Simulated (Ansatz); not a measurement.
The parent structure is TiB₂ (space group P6/mmm, No. 191; a = 3.032 Å, c = 3.224 Å).

(Cell as relaxed with PBE.)

Levels (all Ansatz, an electronic-structure program, PAW, earlier PAW set): PBE (420 eV, spin-orbit coupling left out); r2SCAN (500 eV, no SOC).

Each level relaxes its own structure.

| base | PBE | r2SCAN |
|---|---|---|
| volume per atom | 8.56 Å³ | 8.52 Å³ |
| lattice parameter a | 3.032 Å | 3.025 Å |
| band gap | zero | zero |

Perturbation: a fraction x = 0.25 of the Ti sites is given to Hf, ordered in a cell of 12 atoms (starting symmetry Immm) and fully relaxed.

```csv
quantity,PBE,r2SCAN
band gap,zero,?
mixing energy (to 0.01 eV only: unlike meshes or grids),+0.02 eV/atom,?
shortest interatomic distance,1.743 Å,?
```

**Question.** Predict the r2SCAN column.

**Answer.** 
- band gap, r2SCAN: zero
- mixing energy (to 0.01 eV only: unlike meshes or grids), r2SCAN: +0.02 eV/atom
- shortest interatomic distance, r2SCAN: 1.738 Å

PBE's shortest interatomic distance lies 0.0042 Å above r2SCAN's (0.2 %); the two agree on the band gap and mixing energy. Neither level is exact; r2SCAN is the comparison here, not a measurement.

Each cell is one ordered arrangement of few atoms, which overstates ordering effects compared with a random alloy. Stability against distortions was not tested. All final runs are without spin polarisation.
